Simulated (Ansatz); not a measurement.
Base system: Ti in the hcp (Mg type) structure (space group P6_3/mmc, No. 194; a = 2.936 Å, c = 4.640 Å; relaxed with 0.1 eV smearing). Axes: x lies along a and z along c of the hexagonal cell.

Calculations: r2SCAN (Ansatz, a first-principles code), no spin-orbit coupling.

For the base:

| Quantity | Result |
|---|---|
| Pressure | 0.0 GPa |

Perturbation: uniaxial strain ε_xx = +1.00 %, all other strain components held at zero; the atoms relax in the strained cell.

Question: What does the calculation give for the pressure after the change?

Answer: The pressure (mean of the normal stresses, compression positive) goes from zero to -1.1 GPa.

Stability against distortions was not tested. The final runs are not spin-polarised.
